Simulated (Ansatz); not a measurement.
```
CELL_PARAMETERS angstrom
     13.50000     0.00000     0.00000
      0.00000    13.50000     0.00000
      0.00000     0.00000     4.78539
ATOMIC_POSITIONS crystal
  Mg 0.41844 0.41844 0.00000
  S  0.39472 0.39472 0.50000
  S  0.39472 0.60528 0.00000
  Mg 0.41844 0.58156 0.50000
  S  0.60528 0.39472 0.00000
  Mg 0.58156 0.41844 0.50000
  Mg 0.58156 0.58156 0.00000
  S  0.60528 0.60528 0.50000
```

The numbers are results of PBE (plane waves to 420 eV, PAW; Ansatz, an electronic-structure program), not measurements. Mesh 1×1×62. No spin polarisation. It repeats along c; a and b span vacuum. A hypothetical model. Only distortions within the start's symmetry and period were free. On relaxing, bonds broke or formed, so the name tells the start alone.

Task: Tabulate the two highest filled and two lowest empty levels along the axis, from the valence top.

Result: 
| k (2π/c) | v2 (eV) | v1 (eV) | c1 (eV) | c2 (eV) |
|---|---|---|---|---|
| 0.000 | -0.70 | 0.00 | 3.26 | 4.08 |
| 0.042 | -0.69 | -0.01 | 3.29 | 4.07 |
| 0.083 | -0.66 | -0.05 | 3.39 | 4.04 |
| 0.125 | -0.62 | -0.10 | 3.55 | 4.01 |
| 0.167 | -0.56 | -0.18 | 3.76 | 3.98 |
| 0.208 | -0.52 | -0.28 | 3.98 | 4.00 |
| 0.250 | -0.47 | -0.39 | 4.00 | 4.25 |
| 0.292 | -0.45 | -0.45 | 4.06 | 4.52 |
| 0.333 | -0.43 | -0.43 | 4.16 | – |
| 0.375 | -0.42 | -0.42 | 4.29 | – |
| 0.417 | -0.42 | -0.42 | 4.44 | – |
| 0.458 | -0.43 | -0.43 | 4.60 | – |
| 0.500 | -0.43 | -0.43 | – | – |
A dash stands for levels within 1 eV of the vacuum level or above it.
